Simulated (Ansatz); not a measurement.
Sensitivity of a calculation on Al2Si2H4O9 (P1, 17 atoms in the cell) to its settings

```xyz
17
Lattice="5.1524 0.0000 0.0000 2.5614 4.4719 0.0000 0.7439 1.7849 7.1331" Properties=species:S:1:pos:R:3 pbc="T T T"
Al     5.9820     1.7462     3.4117
Al     5.9893     4.7489     3.2792
Si     5.2306     3.1745     0.6833
Si     2.6827     1.6067     0.6820
O      5.3672     3.2962     2.2519
O      2.4963     1.5413     2.3104
O      1.3340     2.1714    -0.0801
O      3.7822     2.6449     0.2129
O      2.8082     0.1881     0.0262
O      7.5960     4.9549     2.2952
O      4.3923     5.0457     4.3383
O      6.6246     3.2721     4.2700
O      4.4665     1.6242     4.3229
H      2.9337     4.1128     2.3440
H      4.1975     4.7517     5.2916
H      1.7508     3.3412     5.1674
H      4.1410     1.9588     5.2202
```

Base run A: LDA (PW92), default PAW files made with PBE run with Ansatz (an electronic-structure program), self-consistent single point.

Its settings: basis.ecutwfc = 420 eV; kpoints.mp_grid.grid = 4 4 3; hamiltonian.xc = lda; hamiltonian.pseudopotentials = {kind: paw} (the program's default PAW files); scf.occupations.method = fermi_dirac; scf.occupations.width = 0.1 eV.

The starting cell comes from a database of published, mostly measured structures (it also holds non-ambient and calculated ones), without a prior relaxation at this level. Its atoms were displaced at random from the sites of space group no. 1. In the base run, forces exceed 1 eV/Å. Ansatz's pressure includes its estimate of the finite-basis (Pulay) stress.

ΔF is the free energy per atom less that of run A. 

Run A gave: pressure (GPa) -2.81; largest force (eV/Å) 3.406; gap on the mesh (eV) 4.342; k-points 26.

Runs:
- B: scf.occupations.width: 0.1 eV → 0.5 eV
- C: kpoints.mp_grid.grid: 4 4 3 → 1 1 1
- D: kpoints.mp_grid.grid: 4 4 3 → 3 3 2; kpoints.mp_grid.shift: default → 0.5 0.5 0.5
- E: crystal.symmetry.detect: default → false
- F: scf.mixing.preconditioner: default (the program chose Resta) → kerker
- G: scf.mixing.algorithm: default (the program chose MSR1) → anderson; scf.mixing.beta: default → 0.9
- H: scf.algorithm: default → direct_min

Task: What does run D change against A?

Result: The free energy hardly moves (within 1 meV/atom), the pressure stays at -2.81 GPa, the largest force moves little (3.406 to 3.408 eV/Å) and the gap on the mesh goes from 4.342 to 4.966 eV.

Task: What does run B change against A?

Result: The free energy stays essentially unchanged (within 1 meV/atom), the pressure moves little (-2.81 to -2.73 GPa), the largest force goes from 3.406 to 3.396 eV/Å and the gap on the mesh goes from 4.342 to 4.364 eV.

Task: What does run C change against A?

Result: The free energy goes up by 112 meV/atom, the pressure stays near -2.91 GPa while the zz stress (positive for compression) goes from -4.10 to -6.35 GPa, the largest force goes from 3.406 to 3.445 eV/Å and the gap on the mesh goes from 4.342 to 4.452 eV.

| run | ΔF (meV/atom) | pressure (GPa) | largest force (eV/Å) | gap on the mesh (eV) | k-points |
|---|---|---|---|---|---|
| A | 0.00 | -2.81 | 3.406 | 4.342 | 26 |
| B | -0.64 | -2.73 | 3.396 | 4.364 | 26 |
| C | 111.6 | -2.91 | 3.445 | 4.452 | 1 |
| D | 0.01 | -2.81 | 3.408 | 4.966 | 9 |
| E | 0.00 | -2.81 | 3.406 | 4.342 | 26 |
| F | 0.00 | -2.81 | 3.406 | 4.342 | 26 |
| G | 0.00 | -2.81 | 3.406 | 4.342 | 26 |
| H | 0.00 | -2.81 | 3.406 | 4.342 | 26 |

Keys are those of Ansatz 0.2.
